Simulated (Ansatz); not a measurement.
We consider Gd₂Zr₂O₇ (Fd-3m, No. 227, 22 atoms in the cell; start mp-757233), described by PBEsol (Ansatz, an electronic-structure program, PAW).

Settings: plane-wave cutoff 520 eV, 6×6×6 k mesh, Fermi–Dirac smearing 0.01 eV, spin-polarised start, scalar-relativistic PAW data made under PBE.

Cell (relaxed with PBEsol):

```cif
data_Gd16O56Zr16
_chemical_formula_sum 'Gd16 Zr16 O56'
_space_group_name_H-M_alt 'Fd-3m :1'
_space_group_IT_number 227
_space_group_name_Hall 'F 4d 2 3 -1d'
_cell_length_a 10.50498
_cell_length_b 10.50498
_cell_length_c 10.50498
_cell_angle_alpha 90.000
_cell_angle_beta 90.000
_cell_angle_gamma 90.000
loop_
_atom_site_label
_atom_site_type_symbol
_atom_site_symmetry_multiplicity
_atom_site_Wyckoff_symbol
_atom_site_fract_x
_atom_site_fract_y
_atom_site_fract_z
_atom_site_occupancy
Gd1 Gd 16 c 0.12500 0.12500 0.12500 1
Zr1 Zr 16 d 0.62500 0.62500 0.62500 1
O1 O 48 f 0.00000 0.00000 0.28610 1
O2 O 8 a 0.00000 0.00000 0.00000 1
```
(The calculation used a cell of 22 atoms; values per cell refer to that cell.)

### Question
Estimate the band gap and smallest direct gap on the k points sampled that the calculation returns.

### Answer

- band gap = 2.86 eV
- smallest direct gap on the k points sampled = 2.98 eV

Note: the magnetic order was assumed, not searched for or taken from measurement; the 4f shell is treated without U or exact exchange, so its levels and filling can be wrong.

Spin–orbit coupling is not included.

The computed numbers hold no vibrational or temperature effects.

A start named mp-… is a Materials Project structure, which need not be a measured phase.
